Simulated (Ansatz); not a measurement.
## hypothetical P-6m2 GaN with two functionals, uniaxial strain ε_yy = +0.56 %

The parent structure is GaN (space group P-6m2, No. 187; a = 2.9794 Å, c = 2.6868 Å; a hypothetical phase, not in the database extracts checked; relaxed with 0.1 eV smearing). Axes: x lies along a and z along c of the hexagonal cell.

(Cell as relaxed with PBE.)

Levels (all Ansatz, an electronic-structure program, PAW): PBE (420 eV, spin-orbit coupling left out); PBEsol (420 eV, scalar-relativistic without spin-orbit coupling).

Each level relaxes its own structure.

```csv
base,PBE,PBEsol
volume per atom,10.33 Å³,9.94 Å³
lattice parameter a,2.979 Å,2.939 Å
band gap,zero,zero
```

Now apply this change: uniaxial strain ε_yy = +0.56 %, all other strain components held at zero, atoms relaxed at fixed cell.

```tsv
quantity	PBE	PBEsol
shortest interatomic distance	2.183 Å	2.156 Å
pressure (mean of the normal stresses, compression positive)	-0.8 GPa	-1.0 GPa
```

PBE's shortest interatomic distance lies 0.027 Å above PBEsol's (1.2 %). Neither level is exact; PBEsol is the comparison here, not a measurement.

Stability against distortions was not tested. The final runs are not spin-polarised.
